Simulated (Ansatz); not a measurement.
# Sn on the 1x1 (111) surface of fcc Cu, one in a 2x2 cell, started at the site 'hollow Cu-Cu-Cu over Cu at depth 4.1 Å'

Calculation: PBE (plane waves to 420 eV, PAW; Ansatz, an electronic-structure program).

Model: 17-atom slab, 6.2 Å thick at the start under the adsorbate (thin: gaps and levels are the slab's own), 6x6x1 mesh, Fermi-Dirac 0.1 eV, dipole correction, 8 atoms held, the rest relaxed; held to the start's symmetry, so lower structures may exist; spin-polarised, no spin-orbit, no U, no dispersion correction. The starting moment vanished. At the end it is bonded to 3 Cu. In PBE it is, or lies within 0.03 eV of, the lowest of the starts that converged.

- adsorption energy against an atom of beta tin: -0.098 eV
- work function of the top face: 4.29 eV
- change of the work function: -0.48 eV
- change of the step from the bottom to the top vacuum level, against the clean slab: -0.51 eV
- energy released by relaxation: 0.16 eV
- height of the binding atom over the mean of the host atoms within 0.3 Å of the top one: 2.100 Å
- magnetic moment of the cell: 0.00 μB
- nearest host atoms of the binding atom: Cu at 2.62 Å, Cu at 2.62 Å, Cu at 2.62 Å
- largest move of a host atom: 0.15 Å
- cost: roughly 24 core-minutes

A negative adsorption energy means that the adsorbate is more stable on the surface than in its reference.
